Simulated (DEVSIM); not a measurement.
Device: illuminated Si p-on-n cell, one wavelength, with a back-surface field, at 300 K.

| layer (left to right) | material | thickness (μm) | Nd (cm⁻³) | Na (cm⁻³) | τn (s) | τp (s) | absorption coefficient (cm⁻¹) |
|---|---|---|---|---|---|---|---|
| 1 | Si | 0.130 | - | 2e18 | 3e-8 | 5.1e-8 | 250 |
| 2 | Si | 160 | 1.6e15 | - | 3.4e-7 | 3.4e-7 | 250 |
| 3 | Si | 1.80 | 4.3e18 | - | 3.4e-7 | 3.4e-7 | 250 |

Left contact: ohmic, minority electron recombination velocity 8e5 cm/s. Right contact: ohmic, minority hole recombination velocity 3000 cm/s. Voltage is applied to the left contact. Recombination: SRH at mid-gap, radiative, Auger. Light enters at the left, 1.5e17 photons cm⁻² s⁻¹, one pass, no reflection. Mobility is constant in doping. Where it depends on doping, it is μmin + (μ − μmin)/(1 + (N/Nref)^α).

The device is made up for the run: typed textbook-type constants, with dimensions and the other settings drawn at random. Values at 300 K. The table also holds parameters that only a changed run uses.

```csv
parameter,Si
gap (eV),1.124
affinity (eV),4.05
permittivity,11.7
Nc (cm⁻³),2.86e19
Nv (cm⁻³),3.1e19
μn (cm²/Vs),1417
μp (cm²/Vs),470
"μn,min",52
"μp,min",45
"Nref,n",9.7e16
"Nref,p",2.2e17
αn,0.68
αp,0.72
B (cm³/s),4.7e-15
Cn (cm⁶/s),2.8e-31
Cp (cm⁶/s),9.9e-32
```

Model (solved in DEVSIM): 1D drift-diffusion, Boltzmann statistics, complete ionisation; no tunnelling, impact ionisation, image-force lowering or self-heating.

Base results: short-circuit current (mA/cm²) 8.45; share of generated pairs collected at short circuit 0.358; potential step across the device at zero bias (V) 1.004; largest power (mW/cm²) 3.14.

### Question
What follows from this one change: doping Nd of layer 2 1.6e+15 → 1.6e+14 cm^-3?

### Answer
short-circuit current 8.45 → 9.08 mA/cm²; share of generated pairs collected at short circuit 0.358 → 0.385; potential step across the device at zero bias little changed (1.004 V); largest power 3.14 → 2.81 mW/cm².

### Question
What follows from this one change: doping Na of layer 1 2e+18 → 6e+18 cm^-3?

### Answer
short-circuit current little changed (8.45 mA/cm²); share of generated pairs collected at short circuit little changed (0.358); potential step across the device at zero bias 1.004 → 1.033 V; largest power little changed (3.15 mW/cm²).

### Question
What follows from this one change: doping-dependent mobility in place of the constant one?

### Answer
short-circuit current 8.45 → 8.36 mA/cm²; share of generated pairs collected at short circuit 0.358 → 0.354; potential step across the device at zero bias little changed (1.004 V); largest power little changed (3.12 mW/cm²).
